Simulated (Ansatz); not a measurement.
The reference is TiOs in the CsCl type structure (space group Pm-3m, No. 221; a = 3.061 Å). Axes: x, y, z lie along the cube axes.

All numbers come from Ansatz (an electronic-structure program), PBEsol, PAW, cutoff 420 eV, no spin-orbit coupling.

Before the change:

```
Item                            Result
-----------------------------  -------
Shortest interatomic distance  2.651 Å
```

Modification: a free-standing slab of 6 layers (12 atoms, 2 a layer) is cut normal to [110], with 15 Å of vacuum and the in-plane cell held at bulk.

**Question.** What does the calculation give for the excess energy per area of both faces after the change?

**Answer.** The excess energy per area of both faces (slab less bulk energy over the cell's area: twice a surface energy) amounts to 6.4 J/m² (uncertain by up to 0.1 J/m²).

**Question.** Estimate the effect on the shortest interatomic distance.

**Answer.** The shortest interatomic distance drops by 0.129 Å to 2.522 Å.

**Question.** How does this affect the change of the spacing d23 from its bulk value of 2.165 Å?

**Answer.** The change of the spacing d23 from its bulk value of 2.165 Å is +0.4 %.

The excess energy carries the mismatch between the slab's and the bulk's meshes. Stability against distortions was not tested. All final runs are without spin polarisation.
